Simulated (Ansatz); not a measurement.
**Elastic constant C13 of L1₀ (CuAu-type) FePt at several levels of theory**

No measured value is used here.

| level (code) | value (GPa) | cell (Å³/atom) |
|---|---|---|
| LDA (Ansatz) | 189 | 13.03 |
| PBE (Ansatz) | 153 | 14.02 |
| PBEsol (Ansatz) | … | 13.42 |

Problem. Fill in the missing entries.

Solution. 
- PBEsol (Ansatz, an electronic-structure program), value (GPa): 174

Spin-polarised runs: LDA (parallel moments), PBE (parallel moments), PBEsol (parallel moments). Density-functional levels without +SOC have no spin–orbit coupling. Each level is taken at its own relaxed cell. Ansatz's density-functional and Hartree–Fock values are scalar-relativistic unless marked +SOC, with PAW data made under PBE.
